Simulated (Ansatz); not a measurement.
```xyz
2
Lattice="0.0000 3.1174 3.1486 3.1174 0.0000 3.1486 3.1174 3.1174 0.0000" Properties=species:S:1:pos:R:3 pbc="T T T"
Sn     0.0000     0.0000     0.0000
Te     3.1174     3.1174     3.1486
```

No spin polarisation.

Calculations: LDA (Ansatz, a program for electronic structure), no SOC. Γ-centred 9×9×9 mesh, Fermi–Dirac width 0.05 eV.

Question: Predict the pressure and space group.

Answer: 
* **Pressure (mean of the normal stresses, compression positive)**: -4.8 kbar
* **Space group**: I4/mmm (No. 139)

The cells carry an imposed strain or load. No phonon test of stability was made. The cell was made from SnTe in the rock salt structure (space group Fm-3m, No. 225) by this change: uniaxial strain ε_zz = +1.00 %.
